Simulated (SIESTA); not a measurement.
Worked example: self-consistent single point of Li (Im-3m, 1 atom in the cell) in SIESTA.

Method of the run: GGA PBEsol, numerical atomic orbitals TZP, PseudoDojo PBEsol standard norm-conserving potentials (rewritten from UPF to PSML) (SIESTA 5.4.2).

```
Li
1.0
   -1.75023     1.75023     1.75023
    1.75023    -1.75023     1.75023
    1.75023     1.75023    -1.75023
Li
1
Direct
  0.00000   0.00000   0.00000
```

Reference input (self-consistent single point, DFT, GGA PBEsol, numerical atomic orbitals TZP, PseudoDojo PBEsol standard norm-conserving potentials (rewritten from UPF to PSML)): XC.functional = GGA; XC.authors = PBEsol; potentials = PseudoDojo PBEsol standard; PAO.BasisSize = TZP; PAO.EnergyShift = 0.01 Ry; MeshCutoff = 350 Ry; kgrid.MonkhorstPack = 13 13 13; OccupationFunction = MP; OccupationMPOrder = 0; ElectronicTemperature = 1160.45 K; PAO.Polarization.NonPerturbative = true; MaxSCFIterations = 150. This run's input differs from it in these lines:

```diff
@@ -27,9 +27,9 @@
 %block kgrid.MonkhorstPack
-   13   0   0  0.0
-    0  13   0  0.0
-    0   0  13  0.0
+   21   0   0  0.0
+    0  21   0  0.0
+    0   0  21  0.0
 %endblock kgrid.MonkhorstPack
 OccupationFunction           MP
-OccupationMPOrder            0
-ElectronicTemperature        1160.45 K
+OccupationMPOrder            1
+ElectronicTemperature        2320.9 K
```

Output (repeated stretches shortened):

```
        iscf     Eharris(eV)        E_KS(eV)     FreeEng(eV)     dDmax    Ef(eV) dHmax(eV)
   scf:    1     -192.714697     -194.495555     -194.495517  0.754419 -5.909622  0.392327
   scf:    2     -194.495743     -194.495649     -194.495610  0.002064 -5.914487  0.288030
   scf:    3     -194.495864     -194.495760     -194.495720  0.005757 -5.928103  0.000553
   scf:    4     -194.495760     -194.495760     -194.495720  0.000113 -5.928508  0.000221
   scf:    5     -194.495760     -194.495760     -194.495720  0.000006 -5.928501  0.000067
SCF Convergence by DM+H criterion
max |DM_out - DM_in|         :     0.0000058869
max |H_out - H_in|      (eV) :     0.0000671407
SCF cycle converged after 5 iterations

Using DM_out to compute the final energy and forces

siesta: E_KS(eV) =             -194.4958

siesta: E_KS - E_eggbox =      -194.4958

siesta: Atomic forces (eV/Ang):
     1   -0.000000   -0.000000   -0.000000
   Tot   -0.000000   -0.000000   -0.000000
   Max    0.000000
   Res    0.000000    sqrt( Sum f_i^2 / 3N )
   Max    0.000000    constrained

Stress tensor Voigt[x,y,z,yz,xz,xy] (kbar):        3.58        3.58        3.58        0.14        0.14        0.14
(Free)E + p*V (eV/cell)     -194.5437
Target enthalpy (eV/cell)     -194.4957

siesta: Program's energy decomposition (eV):
siesta: FreeEng =      -194.495720

siesta: Stress tensor (static) (eV/Ang**3):
siesta:     0.002235    0.000087    0.000087
siesta:     0.000087    0.002235    0.000087
siesta:     0.000087    0.000087    0.002235

siesta: Cell volume =         21.446137 Ang**3

siesta: Pressure (static):
siesta:                Solid            Molecule  Units
siesta:          -0.00002435         -0.00002435  Ry/Bohr**3
siesta:          -0.00223546         -0.00223546  eV/Ang**3
siesta:          -3.58160378         -3.58160378  kBar
```

The run converged in 5 iterations. Against the reference run the free energy goes up by 2.3 meV/atom and the pressure hardly changes (-0.40 to -0.36 GPa).

The starting cell has typed, rounded lattice constants, without a prior relaxation at this level. Its lattice was rescaled by up to half a per cent. Values carry the incompleteness of an atom-centred basis.
